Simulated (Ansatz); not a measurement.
The reference is TaN in the rock salt structure (space group Fm-3m, No. 225; a = 4.3959 Å).

The values are results of r2SCAN (Ansatz, a program for electronic structure, PAW, no spin-orbit coupling), earlier PAW set, not measurements.

One change was made to it. Results:

```
quantity                          base    after
-----------------------------  -------  -------
band gap                          zero     zero
shortest interatomic distance  2.198 Å  2.124 Å
```

Problem. Name the change that was made.
A. pressure 18 GPa
B. pressure −1 GPa
C. pressure 1.8 GPa
D. pressure 45 GPa

Solution. D, pressure 45 GPa. For comparison, the shortest interatomic distance in the other runs: pressure 1.8 GPa gives 2.194 Å; pressure −1 GPa gives 2.200 Å; pressure 18 GPa gives 2.164 Å.

Load acts through the strain it causes; cell and atoms are relaxed under it. Stability against distortions was not tested. Competing high-pressure phases were not computed. The final runs are not spin-polarised. This is not the structure that TaN has at room temperature and ambient pressure.
